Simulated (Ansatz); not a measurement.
Start from Ir in the fcc (Cu type) structure (space group Fm-3m, No. 225; a = 3.831 Å; relaxed with 0.1 eV smearing). Axes: x, y, z lie along the cube axes.

Calculations: Ansatz (an electronic-structure program), PBEsol, PAW, cutoff 420 eV, no spin-orbit coupling.

Before the change:

The pressure is 0.0 GPa.

One thing is altered: compressive biaxial strain of 0.50 % in the plane normal to [001], as in epitaxy on a mismatched substrate; the out-of-plane cell vector and the atoms relax.

Q: Estimate the effect on the out-of-plane strain.

A: The out-of-plane strain amounts to +0.40 %.

Q: What happens to the pressure?

A: The pressure (mean of the normal stresses, compression positive) goes from zero to 2.4 GPa.

Q: What does the calculation give for the energy relative to the base after the change?

A: The energy grows by 1.5 meV/atom.

Whether these cells are dynamically stable was not tested. The final runs are not spin-polarised.
